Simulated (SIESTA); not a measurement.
A series of runs on SrMg (Amm2, 6 atoms in the cell)

```
CELL_PARAMETERS angstrom
      6.00552     0.00000     0.00000
      0.00000     1.98794     9.52416
      0.00000    -1.98794     9.52416
ATOMIC_POSITIONS crystal
  Sr 0.00000 0.01965 0.01965
  Sr 0.00000 0.31586 0.31586
  Sr 0.50000 0.89013 0.89013
  Mg 0.00000 0.66650 0.66650
  Mg 0.50000 0.56732 0.56732
  Mg 0.50000 0.20720 0.20720
```

Base run A: GGA PBEsol, numerical atomic orbitals TZP, PseudoDojo PBEsol standard norm-conserving potentials (rewritten from UPF to PSML) in SIESTA, self-consistent single point.

Its settings: XC.functional = GGA; XC.authors = PBEsol; potentials = PseudoDojo PBEsol standard; PAO.BasisSize = TZP; PAO.EnergyShift = 0.01 Ry; MeshCutoff = 300 Ry; kgrid.MonkhorstPack = 3 5 5; OccupationFunction = MP; OccupationMPOrder = 0; ElectronicTemperature = 1160.45 K; MaxSCFIterations = 150; SCF.Mixer.Method = Broyden; SCF.Mixer.Weight = 0.2; SCF.Mixer.History = 6; SCF.DM.Tolerance = 1.0E-04.

The starting cell comes from a database of computed structures (which also holds hypothetical and non-ambient phases and stackings), without a prior relaxation at this level. Its lattice was rescaled by a random factor within 2.5 % of one. Values carry the incompleteness of an atom-centred basis. Without a gap this mesh is coarse (it stands for a supercell whose shortest vector is 18 Å).

ΔF is the free energy per atom less that of run A. 

```tsv
run	kgrid.MonkhorstPack	ΔF (meV/atom)	pressure (GPa)	largest force (eV/Å)	k-points
A	3 5 5	0.00	2.42	0.275	38
B	2 2 2	-16.7	1.87	0.265	8
C	2 2 2 shifted by 0.5 0.5 0.5	-6.2	2.12	0.342	4
D	2 3 3	77.8	2.39	0.425	11
E	2 3 3 shifted by 0.5 0.5 0.5	-17.2	2.50	0.417	9
F	3 4 4	-7.1	2.34	0.279	28
G	3 4 4 shifted by 0.5 0.5 0.5	15.5	2.49	0.152	24
H	3 5 5 shifted by 0.5 0.5 0.5	-15.1	2.37	0.232	45
I	3 5 5 shifted by 0.0 0.0 0.5	3.7	2.29	0.374	45
```

Run F against A: The free energy falls by 7.1 meV/atom, the pressure stays near 2.34 GPa while the xx stress (positive for compression) goes from 2.13 to 3.04 GPa and the largest force hardly changes (0.275 to 0.279 eV/Å).

Run I against A: The free energy goes up by 3.7 meV/atom, the pressure goes from 2.42 to 2.29 GPa and the largest force goes from 0.275 to 0.374 eV/Å.

Run C against A: The free energy drops by 6.2 meV/atom, the pressure goes from 2.42 to 2.12 GPa and the largest force goes from 0.275 to 0.342 eV/Å.
